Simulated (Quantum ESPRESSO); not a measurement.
## Equation of state of rock-salt PbSe (space group 225): energy against volume (Quantum ESPRESSO, LDA)

```xyz
2
Lattice="0.0000 2.9410 2.9410 2.9410 0.0000 2.9410 2.9410 2.9410 0.0000" Properties=species:S:1:pos:R:3 pbc="T T T"
Pb     0.0000     0.0000     0.0000
Se     2.9410     2.9410     2.9410
```

Computed with LDA (PZ), GBRV 1.5 ultrasoft (LDA) pseudopotentials (plane waves; Quantum ESPRESSO 7.5). Settings: ecutwfc = 52 Ry; ecutrho = 260 Ry; occupations = smearing; smearing = fermi-dirac; degauss = 0.000734986 Ry; potentials = {Pb: pb_lda_v1.uspp.F.UPF, Se: se_lda_v1.uspp.F.UPF}; K_POINTS = automatic 9 9 9 0 0 0; conv_thr = 1e-10 Ry; mixing_beta = 0.4. The cell above is the first row's. The rows scale it uniformly. In all rows fractional positions and the k mesh are held. E is the free energy at the stated smearing, counted from the lowest row.

| V (Å^3/atom) | E (meV/atom) |
|---|---|
| 25.438 | ? |
| 25.991 | 16.49 |
| 26.544 | 6.30 |
| 27.097 | 0.92 |
| 27.650 | 0.00 |
| 28.203 | 2.96 |
| 28.756 | 9.50 |
| 29.309 | 19.17 |
| 29.862 | 31.69 |

### Question
Fit E against V with the third-order Birch-Murnaghan form, a cubic in V^(-2/3), and predict the withheld value at V = 25.438.

### Answer
With u = V^(-2/3) - 0.109, the rows have u = 0.004968, 0.003380, 0.001846, 0.000363, -0.001071, -0.002460, -0.003804, -0.005107. Least squares gives E = 0.385 - 1421.9·u + 930661·u² + 1695440·u³. Residuals (row less fit): -0.009, 0.023, -0.022, 0.008, -0.013, 0.010, 0.002, -0.004; standard error 0.019 (degrees of freedom: 4). Its minimum lies at u = 0.000762, so V0 = (0.109762)^(-3/2) = 27.50. There d²E/du² = 1869000 and d³E/du³ = 1.017e7, so B0 = (4/9) × 27.50^(-7/3) × 1869000 × 0.160218 = 58.3 GPa (the last factor turns the table's units into GPa), and B0' = 4 + (2/3) × 0.109762 × (1.017e7)/1869000 = 4.4. The program's pressures in the fitted runs (not shown) pass through zero at V = 27.48, 0.06 % from this V0. At the withheld row, u = 0.006614, so E = 0.385 - 1421.9 × 0.006614 + 930661 × 0.006614² + 1695440 × 0.006614³ = 32.183 meV/atom. The calculation gives 32.18 meV/atom, which the fit meets to the printed digits. The row lies outside the fitted rows, so this is an extrapolation. From the scatter of the fitted rows alone, a prediction at this place has a standard error of 0.057 meV/atom, so the miss is 0.1 times that.

Carrying the step between the two nearest rows on in a straight line would have given 26.68, off by 5.50; series whose last step already gives the withheld value aren't shown. The scan was laid around a cell of about the measured size, scaled by a guess for this functional. The runs keep the symmetry of the cell, so they don't test it for distortions. Spin-orbit coupling is off. Cutoffs and mesh are single choices, not tested for convergence of this quantity. Series with a scatter that would blur these digits, or in which a gap closes, are not shown. Nor are scans whose minimum lies at an end fitted in this form.
